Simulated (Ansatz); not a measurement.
Results of revPBE (Ansatz, an electronic-structure program, PAW) for AlB2-type HfB2.

Run with plane-wave cutoff 520 eV, 24×24×16 k mesh (along the axes of the cell as run), Fermi–Dirac smearing 0.05 eV, scalar-relativistic PAW data made under PBE.

Cell (relaxed at this level):

```
CELL_PARAMETERS angstrom
      1.57920    -2.73525     0.00000
      1.57920     2.73525     0.00000
      0.00000     0.00000     3.50242
ATOMIC_POSITIONS crystal
  Hf 0.00000 0.00000 0.00000
  B  0.33333 0.66667 0.50000
  B  0.66667 0.33333 0.50000
```

### Question
What does this level give for the bulk modulus and pressure derivative B′ of the bulk modulus?

### Answer

- bulk modulus = 240 GPa
- pressure derivative B′ of the bulk modulus = 3.9

The run finds no gap.

Measured, for comparison: bulk modulus 282 GPa (room temperature, not corrected to a static lattice, hydrostatic curve from radial diffraction; as tabulated in Experimental and computational studies of compression and deformation behavior …). Computed (rounded) less measured: bulk modulus -15 %.

Note: the bulk modulus comes from volumes at which shape and atoms were relaxed.

Spin–orbit coupling is not included.

The computed numbers hold no vibrational or temperature effects.

It cost very roughly 11 core-minutes of CPU time.
